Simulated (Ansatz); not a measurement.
Consider SnTe in the rock salt structure (space group Fm-3m, No. 225; a = 6.3697 Å). Axes: x, y, z lie along the cube axes.

Structures relaxed with plane-wave PAW DFT at the r2SCAN level (Ansatz, a quantum-chemistry and plane-wave program, 500 eV), spin-orbit coupling left out.

Base:

Simulated powder pattern, Cu Kα, λ = 1.54184 Å (kinematic, ideal powder, no thermal factors, no anomalous dispersion; the 8 strongest lines at most, above 2 %, up to 2θ = 90°):

```tsv
2θ (°)	I/Imax (%)	hkl
28.02	100	(200)
40.04	76	(220)
49.58	27	(222)
57.91	13	(400)
65.54	35	(420)
72.73	25	(422)
86.42	8.2	(440)
```

One thing is altered: uniaxial strain ε_zz = −3.00 %, all other strain components held at zero, atoms relaxed at fixed cell.

After the change:

Simulated powder pattern, Cu Kα, λ = 1.54184 Å (kinematic, ideal powder, no thermal factors, no anomalous dispersion; the 8 strongest lines at most, above 2 %, up to 2θ = 90°):

```csv
2θ (°),I/Imax (%),hkl
28.02,100,(200)
28.90,46,(002)
40.04,38,(220)
40.69,73,(202)
50.13,39,(222)
65.54,17,(420)
66.00,17,(402)
73.17,25,(422)
```

The indices refer to the base's conventional cell; one index is shown for lines that coincide. The space group is now I4/mmm (No. 139).

Stability against distortions was not tested. All final runs are without spin polarisation. Gaps under 0.05 eV, about the width of the smearing, are given as zero.
